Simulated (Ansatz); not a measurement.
**Point defects in TiTe2**

Base system: a 9-atom supercell of TiTe2 in the CdI2 type structure (space group P-3m1, No. 164; a = 3.697 Å, c = 6.384 Å; layered, stacked along the Cartesian z axis) at its relaxed geometry.

One neutral defect a cell, atoms relaxed at fixed cell.

Method: PBE-D3(BJ) (Ansatz, a program for electronic structure; PAW; 420 eV plane waves; without spin-orbit coupling).

```tsv
variant	pressure	largest displacement of a host atom from its site in the perfect cell
perfect supercell	0.0 GPa	–
Se on a Te site	-1.0 GPa	0.07 Å
Te vacancy, symmetric start	0.9 GPa	0.30 Å
Te on a Ti site (antisite), symmetric start	5.7 GPa	0.17 Å
```

The cell is small, so the values are those of an ordered compound at a high defect concentration; dilute-limit values will differ. Defects with a symmetric start kept the site's symmetry and may sit on a saddle; the others started slightly shaken. The final runs are not spin-polarised.
